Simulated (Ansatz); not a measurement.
Consider Ru in the hcp (Mg type) structure (space group P6_3/mmc, No. 194; relaxed with 0.1 eV smearing).

```yaml
crystal:
  lattice:
    - [2.72191, 0.00000, 0.00000]
    - [-1.36096, 2.35725, 0.00000]
    - [0.00000, 0.00000, 4.29398]
  atoms:
    - { symbol: Ru, position: [0.66667, 0.33333, 0.75000] }
    - { symbol: Ru, position: [0.33333, 0.66667, 0.25000] }
```

Cartesian axes are those of the cell as printed.

All numbers come from PBE, PAW, 420 eV (Ansatz, an electronic-structure program; spin-orbit coupling left out).

The change: the cell is scaled by 1.0200 in all directions; the atoms relax in the strained cell.

Q: Predict the stress tensor and what it implies for the stiffness.

A: Stress of the strained cell less that of the base (GPa, compression positive):
```
  -15.6     0.0     0.0
    0.0   -15.6     0.0
    0.0     0.0   -16.7
```

Then B = −ΔP/(ΔV/V₀) with ΔV/V₀ = 0.0612 gives secant stiffness values (nonlinear terms included at this strain): B (at held cell shape, above the free-shape value) ≈ 261 GPa.

As a check, the harmonic strain energy −½ V₀ Δσ:ε is 41 meV/atom; the computed energy rise is 45 meV/atom.

Stability against distortions was not tested. All final runs are without spin polarisation.
